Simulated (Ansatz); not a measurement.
Adsorption energy and surface dipole of N on the 1x1 (111) surface of fcc Cu, one in a 2x1 cell, started at the site 'bridge Cu-Cu (span 2.6 Å)', worked from the runs' numbers; total energies count from the potentials' own zero.

The numbers are results of PBE (plane waves to 420 eV, PAW; Ansatz, a first-principles code), not measurements.

Model: 9-atom slab, 6.2 Å thick at the start under the adsorbate (thin: gaps and levels are the slab's own), 6x12x1 mesh, Fermi-Dirac 0.1 eV, dipole correction, 4 atoms held, the rest relaxed; held to the start's symmetry, so lower structures may exist; spin-polarised, no spin-orbit, no U, no dispersion correction. The starting moment vanished. At the end it is bonded to 3 Cu. In PBE it is, or lies within 0.03 eV of, the lowest of the starts that converged.

```
quantity                                                            value
----------------------------------------------------------  -------------
slab with the adsorbate                                     -53381.456 eV
clean slab, same cell and mesh                              -52999.521 eV
reference, ½ N2(g)                                            -384.013 eV
area of the cell                                                 11.41 Å²
change of the step from the bottom to the top vacuum level       1.734 eV
```

Task: What is the adsorption energy against this reference?

Result: E(slab + adsorbate) − E(slab) − E(reference) = 2.08 eV, so in this state the adsorbate is less stable than in the reference, at a coverage of 8.76 a nm².

Task: What dipole does adsorption add to the slab along the outward normal (Helmholtz relation, ε₀ = 0.005526 e/(V·Å))?

Result: p = −ε₀·A·ΔV = -0.109 e·Å = -0.53 D; its negative end points to the vacuum, which raises the vacuum level.
